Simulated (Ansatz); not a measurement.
The parent structure is SnO in the litharge type structure (space group P4/nmm, No. 129; a = 3.7934 Å, c = 4.7643 Å; layered, stacked along the Cartesian z axis).

Method: r2SCAN+rVV10, PAW, 500 eV (Ansatz, a quantum-chemistry and plane-wave program; no spin-orbit coupling).

Base values:

The lattice parameter a comes out as 3.793 Å.

Now apply this change: a hydrostatic pressure of 4.5 GPa.

Task: Estimate the effect on the lattice parameter a.

Result: The lattice parameter a shrinks by 0.0605 Å to 3.733 Å.

A case with no gap was solved on a k-mesh chosen for an insulator, which is coarse for it. Load acts through the strain it causes; cell and atoms are relaxed under it. Stability against distortions was not tested. All final runs are without spin polarisation.
